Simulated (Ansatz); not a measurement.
**What isotropic strain −1.32 % does to MgSe**

Start from MgSe in the rock salt structure (space group Fm-3m, No. 225; a = 5.473 Å).

The change: every lattice vector is shortened by 1.32 %, atoms relaxed at fixed cell.

Calculations: DFT with r2SCAN, PAW potentials and a 500 eV plane-wave cutoff in Ansatz (a program for electronic structure), without spin-orbit coupling, earlier PAW set. k-mesh 10×10×10 (Γ-centred); smearing 0.05 eV (Fermi–Dirac).

| quantity | base | changed | shift |
|---|---|---|---|
| volume per atom | 20.50 Å³ | 19.69 Å³ | -0.801 Å³ |
| space group | Fm-3m (No. 225) | Fm-3m (No. 225) | – |
| shortest interatomic distance | 2.737 Å | 2.701 Å | -0.036 Å |
| energy relative to the base (free energy F) | 0 meV/atom | +6.9 meV/atom | +6.9 meV/atom |
| pressure | 0.00 GPa | 2.86 GPa | +2.86 GPa |
| band gap | 2.48 eV | 2.55 eV | +0.07 eV |
| gap character | indirect, Γ → X | indirect, Γ → X | – |
| mean gap deformation potential ΔEg/Δln V | – | -1.8 eV | – |
| electron mass | 0.48 mₑ along k, 0.25 mₑ across (at X) | 0.50 mₑ along k, 0.25 mₑ across (at X) | – |
| hole mass (degenerate bands, along [100]) | 0.20, 0.80, 0.80 mₑ (at Γ) | 0.21, 0.76, 0.76 mₑ (at Γ) | – |
| valley order (the lowest conduction-band minima on the path, energy above the VBM, named in the base's zone) | X along ⟨100⟩ 2.48 eV; Γ 3.44 eV | X along ⟨100⟩ 2.55 eV; Γ 3.73 eV | – |

Masses are band curvatures over ±0.01 Å⁻¹ around the edge. Along k means along the line from Γ to the band edge. No phonon test of stability was made.
